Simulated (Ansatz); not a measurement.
HfO₂ (model structure, started from the tetragonal ZrO2 type, P4₂/nmc, No. 137, 6 atoms in the cell; like a known high-temperature phase) was calculated with PBEsol (plane waves, PAW; Ansatz, a quantum-chemistry and plane-wave program).

Settings: plane-wave cutoff 520 eV, 10×10×8 k mesh (along the axes of the cell as run), Fermi–Dirac smearing 0.01 eV, scalar-relativistic PAW data made under PBE.

Cell (relaxed at this level):

```cif
data_Hf2O4
_chemical_formula_sum 'Hf2 O4'
_space_group_name_H-M_alt 'P 1'
_space_group_IT_number 1
_cell_length_a 3.56692
_cell_length_b 3.56692
_cell_length_c 5.16572
_cell_angle_alpha 90.000
_cell_angle_beta 90.000
_cell_angle_gamma 90.000
loop_
_space_group_symop_operation_xyz
  'x, y, z'
loop_
_atom_site_label
_atom_site_type_symbol
_atom_site_fract_x
_atom_site_fract_y
_atom_site_fract_z
_atom_site_occupancy
Hf1 Hf 0.00000 0.00000 0.00000 1
Hf2 Hf 0.50000 0.50000 0.50000 1
O1 O 0.00000 0.50000 0.20018 1
O2 O 0.00000 0.50000 0.70018 1
O3 O 0.50000 0.00000 0.29982 1
O4 O 0.50000 0.00000 0.79982 1
```

What does this level give for the band gap and bulk modulus?


* **band gap**: 4.57 eV (on the SCF k mesh)
* **bulk modulus**: 195 GPa

Note: the bulk modulus is −V dP/dV from two relaxed cells at ±2 % in volume; held by symmetry at 0 K, a high-temperature phase can be a saddle point.

Spin–orbit coupling is not included.

The result took about 2.1 core-minutes (a rough figure).

A model structure was made by putting elements into a prototype or built by hand; it is no filed structure, need not be a known phase, and can be a saddle point held by its symmetry.
